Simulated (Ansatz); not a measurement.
The starting structures come from a database of crystals and need not be the phases stable at ambient conditions.

Where the default PAW files enter, the runs use the earlier of Ansatz's two default sets.

By PBEsol, the system below comes out a metal.

A figure of merit of an interconnect metal is its ballistic conductance per area.

Data:

```yaml
crystal:
  lattice:
    - [3.09513, 0.00000, 0.00000]
    - [0.00000, 8.48223, 0.00000]
    - [0.00000, 4.24111, 1.58091]
  atoms:
    - { symbol: B, position: [0.75000, 0.43898, 0.00000] }
    - { symbol: B, position: [0.25000, 0.56102, 0.00000] }
    - { symbol: W, position: [0.75000, 0.14461, 0.00000] }
    - { symbol: W, position: [0.25000, 0.85539, 0.00000] }
```

Space group of this cell: Cmcm. The cell is taken as given; by PBEsol its mean pressure is -3.8 GPa.

The current flows along the normal of the first two printed cell vectors. No spin-orbit coupling; the value is a mean over 0.1 eV about the Fermi level.

Task: Predict the ballistic conductance per area from PBEsol in Ansatz (a program for electronic structure).

Result: 0.98 × 10¹⁵ S/m² for both spins.
